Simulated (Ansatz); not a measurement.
An Ansatz (an electronic-structure program) input (Ansatz PBE, no spin-orbit coupling, earlier PAW set):

Ansatz 0.2 input:
```yaml
crystal:
  lattice:
    - [3.3124421249, 0, 0]
    - [-1.6562210625, 2.8686590287, 0]
    - [0, 0, 8.2758585389]
  atoms:
    - { symbol: Se, position: [0, 0, 0] }
    - { symbol: O, position: [0.3333333333, 0.6666666667, 0.6442405242] }
    - { symbol: O, position: [0.6666666667, 0.3333333333, 0.3557594758] }
    - { symbol: Mg, position: [0.6666666667, 0.3333333333, 0.7875647461] }
    - { symbol: Mg, position: [0, 0, 0.5] }
    - { symbol: Mg, position: [0.3333333333, 0.6666666667, 0.2124352539] }
basis: { ecutwfc: 420, ecutrho_ratio: 4, xc_grid: 2, fft_grid_basis: typed }
kpoints: { mp_grid: { grid: [16, 16, 6] } }
hamiltonian:
  xc: pbe
  dispersion: none
  pseudopotentials: { azcp: { folder: ./paw }, kind: paw }
scf: { occupations: { method: fermi_dirac, width: 0.05 }, convergence: { dr2_threshold: 0.0000000006 } }
output: { forces: true, stress: true }
checkpoint: { write: state.ck, write_every: 1000 }
```

Task: Which symmetry and how many k-points will the program report, and about how many plane waves at Γ?

Result: Space group P-3m1 (ITA 164) with 12 operations, k-points 162 of 1536, and 1563 plane waves at Γ.

These are small ordered cells, not random alloys; other orderings at the same x differ. No phonon test of stability was made. The final runs are not spin-polarised. The cell was made from MgO by this change: x(Se) = 0.333, 6 atoms, P-3m1.
